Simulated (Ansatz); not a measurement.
# Hypothetical R-3m LuAgSe2: response to strain

The parent structure is LuAgSe2 (space group R-3m, No. 166; a = 4.035 Å, c = 18.981 Å (hexagonal axes); a hypothetical phase, not in the database extracts checked). Axes: x lies along a and z along c of the hexagonal cell.

Strains are applied to the cell and any free atomic positions relax.

Level of theory: PBEsol in Ansatz (plane waves to 420 eV, PAW, without spin-orbit coupling).

```tsv
uniaxial strain ε_yy (%)	band gap (eV)
-5.1	0.98
-4.25	1.06
-0.13	?
0	1.49
```

**Question.** Fit E_g = E₀ + Dε (ε in %) to the rows shown and predict the withheld row.

**Answer.** Least squares on the printed values gives E₀ = 1.49 eV, D = 100 meV per % of strain (largest residual 0.00 eV); this predicts 1.48 eV, and the run gives 1.48 eV, in agreement.

Stability against distortions was not tested.

Ansatz is a quantum-chemistry and plane-wave program.
